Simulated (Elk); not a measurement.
**Worked example: self-consistent single point of TiTe (F-43m, 2 atoms in the cell) in Elk**

Level of theory: Elk with PBE, all-electron FP-LAPW, Elk's shipped species files, LAPW+lo basis.

Input:

```
tasks
  0

xctype
  20

rgkmax
  7.5

gmaxvr
  14.0

nxoapwlo
  1

stype
  1

swidth
  0.00183747

scale
  8.943305691

avec
    0.0000000000    0.7071067812    0.7071067812
    0.7071067812    0.0000000000    0.7071067812
    0.7071067812    0.7071067812    0.0000000000

atoms
  2   : nspecies
  'Te.in'   : spfname
  1   : natoms; atposl, bfcmt below
  0.2500000000  0.2500000000  0.2500000000    0.0 0.0 0.0
  'Ti.in'   : spfname
  1   : natoms; atposl, bfcmt below
  0.0000000000  0.0000000000  0.0000000000    0.0 0.0 0.0

ngridk
  5 5 5

vkloff
  0.5 0.5 0.5
```

Output (repeated stretches shortened):

```
│ Elk code version 10.2.4 │

All units are atomic (Hartree, Bohr, etc.)

│ Ground-state run starting from atomic densities │

Lattice vectors :
   0.000000000       6.323872100       6.323872100
   6.323872100       0.000000000       6.323872100
   6.323872100       6.323872100       0.000000000

Unit cell volume      :    505.8004706
Brillouin zone volume :   0.4904111955

Muffin-tin inner radius fraction :   0.1000000000E-01

Nuclei treated as point charges

Species :    1 (Te)
 parameters loaded from : Te.in
 name : tellurium
 nuclear charge    :   -52.00000000
 electronic charge :    52.00000000
 atomic mass :    232600.5707
 muffin-tin radius :    2.600000000
 number of radial points in muffin-tin :    597
 atomic positions (lattice), magnetic fields (Cartesian) :
   1 :   0.00000000  0.00000000  0.00000000    0.00000000  0.00000000  0.00000000

Species :    2 (Ti)
 parameters loaded from : Ti.in
 name : titanium
 nuclear charge    :   -22.00000000
 electronic charge :    22.00000000
 atomic mass :    87256.20310
 muffin-tin radius :    2.400000000
 number of radial points in muffin-tin :    497
 atomic positions (lattice), magnetic fields (Cartesian) :
   1 :   0.75000000  0.75000000  0.75000000    0.00000000  0.00000000  0.00000000

Total number of atoms per unit cell :    2

Spin treatment :
 spin-unpolarised

Number of Bravais lattice symmetries :   48
Number of crystal symmetries         :   24
Crystal has no inversion symmetry
Complex Hermitian eigensolver will be used

k-point grid :      5     5     5
k-point offset :   0.5000000000      0.5000000000      0.5000000000
k-point set is reduced with full crystal symmetry group
Total number of k-points :       35

Muffin-tin radius times maximum |G+k| :    7.500000000
 using average radius
Maximum |G+k| for APW functions       :    3.000000000
Maximum (1/2)|G+k|²                   :    4.500000000
Maximum |G| for potential and density :    14.00000000
 potential will be trimmed for |G| > 2 gkmax
Constant for pseudocharge density :    9
Radial integration step length :    4

G-vector grid sizes :     40    40    40
Number of G-vectors :    23409

Maximum angular momentum used for
 APW functions                      :    8
 outer part of muffin-tin           :    6
 inner part of muffin-tin           :    1

Total nuclear charge    :   -74.00000000
Total core charge       :    46.00000000
Total valence charge    :    28.00000000
Total excess charge     :    0.000000000
Total electronic charge :    74.00000000

Effective Wigner radius, rₛ :    1.177297712

Number of empty states         :    8
Total number of valence states :   22
Total number of core states    :   46

Total number of local-orbitals :   28

Exchange-correlation functional :     20     0     0
 Perdew-Burke-Ernzerhof, Phys. Rev. Lett. 77, 3865 (1996)
 gradient requirement :    1
 generalised gradient approximation (GGA)

Smearing type :    1
 Methfessel-Paxton order 1, Phys. Rev. B 40, 3616 (1989)
Smearing width :   0.1837470000E-02
Effective electronic temperature (K) :    580.2271348

Mixing type :    3
 Broyden mixing, J. Phys. A: Math. Gen. 17, L317 (1984)

Kohn-Sham potential initialised from atomic data

│ Self-consistent loop started │
│ Loop number : 1 │
 total energy                :     -7655.75907893
│ Loop number : 2 │
 total energy                :     -7655.73244523
RMS change in Kohn-Sham potential (target) :   0.2147789109     (  0.1000000000E-05)
Absolute change in total energy (target)   :   0.2663370588E-01 (  0.1000000000E-03)
│ Loop number : 3 │
 total energy                :     -7654.02757819
RMS change in Kohn-Sham potential (target) :   0.1376484961     (  0.1000000000E-05)
Absolute change in total energy (target)   :    1.711525461     (  0.1000000000E-03)
│ Loop number : 4 │
 total energy                :     -7652.38729700
RMS change in Kohn-Sham potential (target) :   0.6511271435E-01 (  0.1000000000E-05)
Absolute change in total energy (target)   :    2.068162555     (  0.1000000000E-03)
│ Loop number : 5 │
 total energy                :     -7651.36102510
RMS change in Kohn-Sham potential (target) :   0.2295087592E-01 (  0.1000000000E-05)
Absolute change in total energy (target)   :    1.543312545     (  0.1000000000E-03)
│ Loop number : 6 │
 total energy                :     -7651.00210520
RMS change in Kohn-Sham potential (target) :   0.6510850981E-02 (  0.1000000000E-05)
Absolute change in total energy (target)   :   0.7447480378     (  0.1000000000E-03)
│ Loop number : 7 │
 total energy                :     -7650.84762331
RMS change in Kohn-Sham potential (target) :   0.5057187543E-03 (  0.1000000000E-05)
Absolute change in total energy (target)   :   0.3406688962     (  0.1000000000E-03)
│ Loop number : 8 │
 total energy                :     -7650.84717482
RMS change in Kohn-Sham potential (target) :   0.2357082429E-03 (  0.1000000000E-05)
Absolute change in total energy (target)   :   0.8561571375E-01 (  0.1000000000E-03)
│ Loop number : 9 │
 total energy                :     -7650.84460276
RMS change in Kohn-Sham potential (target) :   0.3396110936E-04 (  0.1000000000E-05)
Absolute change in total energy (target)   :   0.2397598992E-01 (  0.1000000000E-03)
│ Loop number : 10 │
 total energy                :     -7650.84406614
RMS change in Kohn-Sham potential (target) :   0.1976409351E-04 (  0.1000000000E-05)
Absolute change in total energy (target)   :   0.6530614133E-02 (  0.1000000000E-03)
│ Loop number : 11 │
 total energy                :     -7650.84324143
RMS change in Kohn-Sham potential (target) :   0.7046099499E-05 (  0.1000000000E-05)
Absolute change in total energy (target)   :   0.2457363359E-02 (  0.1000000000E-03)
│ Loop number : 12 │
 total energy                :     -7650.84314421
RMS change in Kohn-Sham potential (target) :   0.2086015001E-05 (  0.1000000000E-05)
Absolute change in total energy (target)   :   0.7115588414E-03 (  0.1000000000E-03)
│ Loop number : 13 │
 total energy                :     -7650.84316872
RMS change in Kohn-Sham potential (target) :   0.5803229919E-06 (  0.1000000000E-05)
Absolute change in total energy (target)   :   0.1533854384E-03 (  0.1000000000E-03)
│ Loop number : 14 │
 total energy                :     -7650.84317683
RMS change in Kohn-Sham potential (target) :   0.2377885822E-06 (  0.1000000000E-05)
Absolute change in total energy (target)   :   0.3023448608E-04 (  0.1000000000E-03)
Convergence targets achieved

│ Loop number : 15 │

Energies :
 Fermi                       :     0.138728452951
 sum of eigenvalues          :     -4635.78866624
 electron kinetic            :      8048.89612551
 core electron kinetic       :      7813.27179729
 Coulomb                     :     -15481.3424273
 Coulomb potential           :     -12400.1711136
 nuclear-nuclear             :     -570.817311769
 electron-nuclear            :     -17420.8791176
 Hartree                     :      2510.35400200
 Madelung                    :     -9281.25687055
 xc potential                :     -284.513678201
 exchange                    :     -214.696354982
 correlation                 :     -3.70052152793
 total energy                :     -7650.84317833

Density of states at Fermi energy :    285.9808050
 (states/Hartree/unit cell)

Estimated indirect band gap :   0.6422992954E-03
 from k-point     25 to k-point      8
Estimated direct band gap   :   0.2637736273E-02
 at k-point     29

Charges :
 core                        :    46.00000000
 valence                     :    28.00000000
 interstitial                :    3.885851513
 muffin-tins (core leakage)
  species :    1 (Te)
   atom    1                 :    49.99618978     (  0.4009330438E-03)
  species :    2 (Ti)
   atom    1                 :    20.11795871     (  0.5630802491E-09)
 total in muffin-tins        :    70.11414849
 total calculated charge     :    74.00124145
 total charge                :    74.00000000
 error                       :   0.1241446424E-02

│ Self-consistent loop stopped │
```

The run converged in 15 iterations. The count includes the last loop, which Elk runs after its targets are met.

The starting cell was generated: these elements placed on a structure prototype, without a prior relaxation; it need not be a known phase or ordering of this composition. Its lattice was rescaled by a random factor within 2.5 % of one. Spin-orbit coupling is off. Spin polarisation is off, so a magnetic state, if there is one, cannot be reached. Values depend on the basis (sphere radii, cutoffs, local orbitals), which need not be converged. The log's line on a gap gives a spacing of levels on this mesh, which the program prints for metals too.
